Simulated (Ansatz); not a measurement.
## Short convergence ladders for VIr3 (P4mm, 4 atoms in the cell)

```yaml
crystal:
  lattice:
    - [3.79774, 0.00000, 0.00000]
    - [0.00000, 3.79774, 0.00000]
    - [0.00000, 0.00000, 3.79774]
  atoms:
    - { symbol: V, position: [0.00000, 0.00000, 0.01317] }
    - { symbol: Ir, position: [0.50000, 0.50000, 0.00000] }
    - { symbol: Ir, position: [0.00000, 0.50000, 0.50000] }
    - { symbol: Ir, position: [0.50000, 0.00000, 0.50000] }
```

Base method: LDA (PW92), default PAW files made with PBE (plane waves; Ansatz, a first-principles code).

Base settings: basis.ecutwfc = 420 eV; kpoints.mp_grid.grid = 9 9 9; hamiltonian.xc = lda; hamiltonian.pseudopotentials = {kind: paw} (the program's default PAW files); scf.occupations.method = gaussian; scf.occupations.width = 0.1 eV.

**The width of Gaussian smearing**

In this ladder: kpoints.mp_grid.grid = 15 15 15.

Narrow widths need finer meshes than wide ones, so the last steps can hold mesh noise.

Only quantities that move along the ladder and can be compared are tabulated; pressure and forces are left out, as mesh noise rules them at narrow widths.

| scf.occupations.width | free energy less the last step's (meV/atom) | energy extrapolated to zero width less the last step's (meV/atom) |
|---|---|---|
| 1 eV | -182.94 | 25.85 |
| 0.5 eV | -38.34 | 3.80 |
| 0.3 eV | -12.45 | 0.91 |
| 0.2 eV | -5.07 | 0.27 |
| 0.1 eV | -0.98 | -0.01 |
| 0.05 eV | 0.00 | 0.00 |

Widest scf.occupations.width that holds the energy extrapolated to zero width within 0.5 meV/atom of the last step, with all finer ones: 0.2 eV; the step before is off by 0.91 meV/atom.

Widest scf.occupations.width that holds the free energy within 2 meV/atom of the last step, with all finer ones: 0.1 eV; the step before is off by 5.1 meV/atom.

The extrapolation to zero width removes most of the smearing's effect on the energy.

**The width of cold smearing**

In this ladder: kpoints.mp_grid.grid = 15 15 15; scf.occupations.method = cold.

Narrow widths need finer meshes than wide ones, so the last steps can hold mesh noise.

Only quantities that move along the ladder and can be compared are tabulated; pressure and forces are left out, as mesh noise rules them at narrow widths.

| scf.occupations.width | free energy less the last step's (meV/atom) |
|---|---|
| 0.5 eV | 3.05 |
| 0.3 eV | 0.43 |
| 0.2 eV | 0.24 |
| 0.1 eV | 0.05 |
| 0.05 eV | 0.00 |

Widest scf.occupations.width that holds the free energy within 2 meV/atom of the last step, with all finer ones: 0.3 eV; the step before is off by 3.0 meV/atom.

On the base run: the starting cell comes from a database of computed structures (which also holds hypothetical and non-ambient phases and stackings), without a prior relaxation at this level. Its lattice was rescaled by up to half a per cent. One atom was moved a little off its site on purpose. Spin polarisation is off. In the base run, with a pressure of about -7 GPa the cell is away from its equilibrium volume at this level. Ansatz's pressure includes its estimate of the finite-basis (Pulay) stress.

Left out of this page: 4 runs of the series outside the window shown, repeating another row's setting, or not comparable; 1 run of the series unsound by tests on forces, stress, charge or solver warnings.

Keys are those of Ansatz 0.2.
